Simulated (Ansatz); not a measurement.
The reference is BeS in the zinc blende structure (space group F-43m, No. 216; a = 4.838 Å). Axes: x, y, z lie along the cube axes.

Perturbation: a pure shear with ε_xz = ε_zx = 0.0057; the atoms relax in the strained cell.

Levels (all Ansatz, a first-principles code, PAW): PBEsol (420 eV, no SOC); r2SCAN (500 eV, without spin-orbit coupling); HSE06 (420 eV, scalar-relativistic without spin-orbit coupling).

One geometry, relaxed with PBEsol, under each level:

| level | band gap | lowest conduction level above the VBM at special points | pressure |
|---|---|---|---|
| PBEsol | 2.86 eV | X 2.86 eV; T 2.86 eV; Σ₀ 4.09 eV; F₂ 4.09 eV | 0.01 GPa |
| r2SCAN | 3.49 eV | X 3.49 eV; T 3.50 eV; Σ₀ 4.72 eV; F₂ 4.72 eV | 1.92 GPa |
| HSE06 | 3.99 eV | X 3.99 eV; T 3.99 eV; Σ₀ 5.27 eV; Γ 6.74 eV | – |

Single points use the geometry relaxed with PBEsol. Their cutoffs differ, which shifts pressures a little. HSE06 was sampled on its mesh, a few special points and the semilocal edge points, so its gap is an upper bound. Whether these cells are dynamically stable was not tested. Labels are those of the standard path for the cell's own space group.
